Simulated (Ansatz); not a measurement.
Model glasses of amorphous InGaZnO4, 63 to 70 atoms (In9Ga9Zn9O36 before any change). Each row is one cell at a composition chosen by hand, melted whole on the CHGNet potential with the anions pushed apart under 1.9 Å, quenched within some picoseconds, far faster than a real film, and relaxed with PBE, scalar-relativistic without spin-orbit coupling (plane waves to 420 eV, PAW; Ansatz, an electronic-structure program). Each is the lower in DFT energy of 2 quenches. Cycles of charging and discharging were tried on some cells ahead of these points, and a cell that came back lower was taken. The column on the box says what of it was relaxed with the atoms; held means as the quench left it. Cells that kept moments or hold spare charge are left out, and those that charging annealed.

From the neutral cell one electron is taken away, or one added, and the atoms relax (PBE, the zone centre alone, moment held at 1 μB, uniform background; no image-charge correction, which leaves W too low where the charge is localised). W = E(+1) + E(−1) − 2 E(0) is the cost of moving an electron from one such cell to another; the spacing parts the highest filled and lowest empty level of the neutral cell, which ran without spin polarisation.

Formal charges balance in every cell (each cation at its usual highest valence, Cu and Ag at +1, Sb at +3, H at +1, O at −2, N at −3, F and Cl at −1). R− and R+ are the energies that the atoms' relaxation gave back after the electron was added or removed.

```json
[
 {"cell": "In9Ga9Zn9O39B2", "change": "+2 B, +3 O", "box": "volume and shape", "spacing (eV)": "0.58", "R− (eV)": "0.01", "R+ (eV)": "0.24", "spacing − R− − R+ (eV)": "0.33", "W (eV)": "0.56"},
 {"cell": "In9Ga9Zn9O38Si", "change": "+2 O, +1 Si", "box": "shape", "spacing (eV)": "0.59", "R− (eV)": "0.01", "R+ (eV)": "0.13", "spacing − R− − R+ (eV)": "0.45", "W (eV)": "0.58"},
 {"cell": "In9Ga9Zn9O36", "change": "none", "box": "held", "spacing (eV)": "0.70", "R− (eV)": "0.01", "R+ (eV)": "0.08", "spacing − R− − R+ (eV)": "0.61", "W (eV)": "0.70"},
 {"cell": "In9Ga9Zn9O37Sr", "change": "+1 O, +1 Sr", "box": "shape", "spacing (eV)": "0.86", "R− (eV)": "0.01", "R+ (eV)": "0.14", "spacing − R− − R+ (eV)": "0.71", "W (eV)": "0.78"},
 {"cell": "In9Ga9Zn9O39Sc2", "change": "+3 O, +2 Sc", "box": "shape", "spacing (eV)": "1.03", "R− (eV)": "0.01", "R+ (eV)": "0.23", "spacing − R− − R+ (eV)": "0.79", "W (eV)": "0.89"},
 {"cell": "In9Ga9Zn9O37K2", "change": "+2 K, +1 O", "box": "shape", "spacing (eV)": "1.00", "R− (eV)": "0.01", "R+ (eV)": "0.05", "spacing − R− − R+ (eV)": "0.94", "W (eV)": "withheld"},
 {"cell": "In9Ga9Zn9O41Ta2", "change": "+5 O, +2 Ta", "box": "shape", "spacing (eV)": "1.16", "R− (eV)": "0.01", "R+ (eV)": "0.10", "spacing − R− − R+ (eV)": "1.05", "W (eV)": "1.13"}
]
```

Fit a straight line of the last column on the one before it through the 6 full rows, and predict the withheld value for In9Ga9Zn9O37K2.

Means: x = 0.657, y = 0.773. Slope = Σ(Δx Δy) / Σ(Δx²) = 0.2693 / 0.3269 = 0.824; intercept = 0.773 − (0.824) × 0.657 = 0.232 eV; r.m.s. residual 0.035 eV. Prediction: 0.232 + (0.824) × 0.94 = 1.01 eV. The run gave 0.99 eV, a miss of 0.02 eV, within the residual.

What would a slope of 1 with no intercept mean?

That adding and removing an electron at fixed atoms costs just the level spacing, as it does for levels spread over a large cell, so that W follows by bookkeeping. The fit has 0.824 and 0.232 eV; a departure holds the carrier's repulsion on its site, which raises W, and the uncorrected background, which lowers it.
